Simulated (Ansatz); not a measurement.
Corundum Ga2O3 (metastable phase), treated with r²SCAN+rVV10 (PAW; Ansatz, a first-principles code).

Numerical settings: plane-wave cutoff 560 eV, 8×8×8 k mesh, Fermi–Dirac smearing 0.01 eV, scalar-relativistic PAW data made under PBE.

Equation-of-state points:

```csv
V (Å³/atom),E − E_lowest (meV/atom)
9.194,12.24
9.385,2.94
9.577,0.00
9.768,2.77
9.960,10.66
```

### Question
What bulk modulus B0 and pressure derivative B′ does a third-order Birch–Murnaghan fit give?

### Answer
V0 = 9.576 Å³/atom, B0 = 239 GPa, B′ = 4.4 (fit to the energies at full precision).

Shape and atoms are relaxed at each volume.

Measured, for comparison: bulk modulus 220 ± 9 GPa (room temperature, not corrected to a static lattice, equation of state from high-pressure X-ray diffraction, our sources range from 220 to 252; as tabulated in Phys. Rev. B 77, 094123 (2008), gallium oxide under pressure (UNLV record)). Computed (rounded) less measured: bulk modulus not scored (sources differ).

Note: the bulk modulus comes from volumes at which shape and atoms were relaxed.
